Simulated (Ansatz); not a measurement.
**A computed series for GaN: element substitutions**

Base system: GaN in the wurtzite structure (space group P6_3mc, No. 186; a = 3.1831 Å, c = 5.1836 Å).

Each row replaces one element on all its sites; cell and atoms are relaxed.

All numbers come from r2SCAN in Ansatz (plane waves to 500 eV, PAW, spin-orbit coupling left out).

| change | c/a ratio | density | band gap | space group |
|---|---|---|---|---|
| base | 1.628 | 6.11 g/cm³ | 2.35 eV | P6_3mc (No. 186) |
| Ga → Al | 1.603 | 3.27 g/cm³ | 4.88 eV | P6_3mc (No. 186) |
| Ga → B | 1.654 | 3.49 g/cm³ | 5.75 eV | P6_3mc (No. 186) |
| N → Sb | (withheld) | (withheld) | (withheld) | P6_3mc (No. 186) |
| N → B | – | 4.83 g/cm³ | zero | P6_3/mmc (No. 194) |

Task: Some entries are withheld; estimate them.

Result: 
- N → Sb, c/a ratio: 1.650
- N → Sb, density: 5.52 g/cm³
- N → Sb, band gap: 0.40 eV

With Sb present, leaving out spin-orbit coupling can change the band edges. Whether these cells are dynamically stable was not tested. As relaxed here, GaB is a hypothetical phase, not in the database extracts checked. For GaSb in this form, whether it has been made was not checked. The final runs are not spin-polarised. This is not the structure that GaSb has at room temperature and ambient pressure.

Ansatz is an electronic-structure program.
